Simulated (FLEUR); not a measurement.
Worked example: self-consistent single point of GaN (F-43m, 2 atoms in the cell) in FLEUR.

Method: FLEUR with PBE, all-electron FLAPW (FLEUR), scalar-relativistic valence.

The change in words: lattice scaled by 0.98. Reference geometry:
```
GaN
1.0
    0.00000     2.30195     2.30195
    2.30195     0.00000     2.30195
    2.30195     2.30195     0.00000
Ga N
1 1
Direct
  0.00000   0.00000   0.00000
  0.75000   0.75000   0.75000
```

Reference input (self-consistent single point, DFT, PBE, all-electron FLAPW (FLEUR), scalar-relativistic valence): Kmax = 4.7 1/bohr; GmaxXC = 14.1 1/bohr; xcFunctional = pbe; jspins = 1; l_soc = F; mode = hist; fermiSmearingEnergy = 0.0001 Htr; mesh (inpgen div1-3) = 6 6 6; inpgen gamma flag = true; Gmax = 14.1 1/bohr; numbands = 0; maxIterBroyd = 40. This run's input differs from it in these lines:

```diff
@@ -3,5 +3,5 @@
 &input film=f /
--0.0000000000 2.3019500000 2.3019500000
-2.3019500000 0.0000000000 2.3019500000
-2.3019500000 2.3019500000 0.0000000000
+-0.0000000000 2.2559110000 2.2559110000
+2.2559110000 -0.0000000000 2.2559110000
+2.2559110000 2.2559110000 -0.0000000000
 1.8897261246
@@ -43,5 +43,5 @@
          <bravaisMatrix>
-            <row-1>    0.0000000000000000     4.3500550525229702     4.3500550525229702</row-1>
-            <row-2>    4.3500550525229702     0.0000000000000000     4.3500550525229702</row-2>
-            <row-3>    4.3500550525229702     4.3500550525229702     0.0000000000000000</row-3>
+            <row-1>    0.0000000000000000     4.2630539514725108     4.2630539514725108</row-1>
+            <row-2>    4.2630539514725108     0.0000000000000000     4.2630539514725108</row-2>
+            <row-3>    4.2630539514725108     4.2630539514725108     0.0000000000000000</row-3>
          </bravaisMatrix>
```

Output (repeated stretches shortened):

```
 Iteration:     1   Distance:      26.88880025 me/bohr^3
 Iteration:     2   Distance:      23.27972246 me/bohr^3
 Iteration:     3   Distance:       9.88302872 me/bohr^3
 Iteration:     4   Distance:       5.47516604 me/bohr^3
 Iteration:     5   Distance:       3.89048519 me/bohr^3
   [... 6 lines left out ...]
 Iteration:    12   Distance:       0.00042422 me/bohr^3
 Iteration:    13   Distance:       0.00012506 me/bohr^3
 Iteration:    14   Distance:       0.00004187 me/bohr^3
 Iteration:    15   Distance:       0.00000318 me/bohr^3
 Run finished successfully
 Stop message:
   Structural relaxation: Done

[file out, last iteration]
             iter=     16
[...]
          total density-effective poten   -3.1768992112E+03
          total charge density-energy d   -8.2641028191E+01
 Updated energy parameters for spin:           1
[...]
 fermi energy and band-weighting factors:

[...]
FERMIE:
          first approx. to ef    (T=0)  :   0.258443 htr   (energy of the highest occ. eigenvalue)
          number of occ. states  (T=0)  :        144
          first approx. to seigv (T=0)  :  -1.928554 htr
          sum of weights of occ. states :   9.000000
          sum of semicore charge        :   0.000000 e
FERHIS:  Fermi-Energy by histogram:
          bandgap                     :   0.062404 htr
   [... lines left out ...]
          charge neutrality (T=0)     :   0.000000    (zero if the highest occ. eigenvalue is "entirely" occupied)
 Direct bandgap for spin            1 :    6.2403988946842903E-002  Htr
 ---->    free energy=                     -1998.9100764810 htr
   [... lines left out ...]
      extrapolation for T->0
 ---->    total electron energy=           -1998.9100764810 htr
 ***** TOTAL FORCES ON ATOMS *****
 TOTAL FORCE FOR ATOM TYPE=  1  X=  0.000   Y=  0.000   Z=  0.000
                       FX_TOT= 0.000000 FY_TOT= 0.000000 FZ_TOT= 0.000000
 TOTAL FORCE FOR ATOM TYPE=  2  X= -2.132   Y= -2.132   Z= -2.132
                       FX_TOT= 0.000000 FY_TOT= 0.000000 FZ_TOT= 0.000000
 Structural relaxation: Done
```

The run converged in 15 iterations. FLEUR gives forces in its relaxation mode, with a further iteration, so its stop message speaks of a relaxation. Against the reference run the free energy falls by 2.5 meV/atom and the gap on the mesh goes from 1.299 to 1.698 eV.

The starting cell comes from a database of computed structures (which also holds hypothetical and non-ambient phases and stackings), without a prior relaxation at this level. Its lattice was rescaled by a random factor within 2.5 % of one. For this run, on top of that: lattice scaled by 0.98. Values depend on the basis (sphere radii, cutoffs, local orbitals), which need not be converged.
